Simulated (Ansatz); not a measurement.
Results of PBEsol (Ansatz, a quantum-chemistry and plane-wave program, plane waves, PAW) for WP2 (Cmc2₁, No. 36, 6 atoms in the cell; start mp-11328).

Numerical settings: plane-wave cutoff 520 eV, 18×18×12 k mesh (along the axes of the cell as run), Fermi–Dirac smearing 0.05 eV, no spin polarisation, scalar-relativistic PAW data made under PBE.

Cell (relaxed at this level):

```xyz
6
Lattice="1.5744 -5.5676 0.0000 1.5744 5.5676 0.0000 0.0000 0.0000 4.9538" Properties=species:S:1:pos:R:3 pbc="T T T"
P      1.5744     4.7871     1.8962
P      1.5744    -4.7871     4.3731
P      1.5744    -3.3068     0.9936
P      1.5744     3.3068     3.4704
W      1.5744     1.0377     2.4751
W      1.5744    -1.0377    -0.0017
```

Q: Predict the bulk modulus.

A: 
- bulk modulus = 202 GPa

Note: the bulk modulus is −V dP/dV from two relaxed cells at ±2 % in volume; the relaxation could not lower the start's symmetry, so the cell can be a saddle point above a distorted one.

Spin–orbit coupling is not included; it can open a gap where bands touch, and shift volumes and moduli.

Computed values are for the static lattice.

The result took very roughly 13 core-minutes.

A start named mp-… is a Materials Project structure, which need not be a measured phase.
